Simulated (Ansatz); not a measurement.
Where the default PAW files enter, the runs use the earlier of Ansatz's two default sets.

Inside the gap of an insulator the Bloch states are evanescent, with a wavenumber k + iκ along the transport direction.

Consider the following.

```xyz
2
Lattice="5.0098 0.0000 0.0000 0.0000 5.0098 0.0000 2.5049 -2.5049 3.5424" Properties=species:S:1:pos:R:3 pbc="T T T"
K      0.0000     0.0000     0.0000
I      5.0098     0.0000     3.5424
```

Space group of this cell: Fm-3m, rock salt. The cell is taken as given.

Transport runs along the normal of the first two printed cell vectors, the (001) plane of the conventional cell.

The gap is the functional's own. No spin-orbit coupling. Mid-gap values are interpolated on the energy grid.

Question: Give the band gap and the smallest decay constant κ at mid-gap that Ansatz (a quantum-chemistry and plane-wave program) with r2SCAN yields.

Answer: Gap 4.59 eV on a 8×8×8 mesh; κ = 0.315 1/Å, at the zone centre.
